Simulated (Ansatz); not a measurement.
Base system: Al in the fcc (Cu type) structure (space group Fm-3m, No. 225; a = 4.015 Å; relaxed with 0.1 eV smearing).

All numbers come from PBEsol (Ansatz, a first-principles code), no spin-orbit coupling.

Base values:

```
Property   Result
--------  -------
Pressure  0.0 GPa
```

Perturbation: the cell is scaled by 0.9850 in all directions; the atoms relax in the strained cell.

Q: Predict the new pressure and energy relative to the base.

A: The pressure goes from zero to 4.1 GPa; the energy increases by 8.8 meV/atom.

Whether these cells are dynamically stable was not tested.
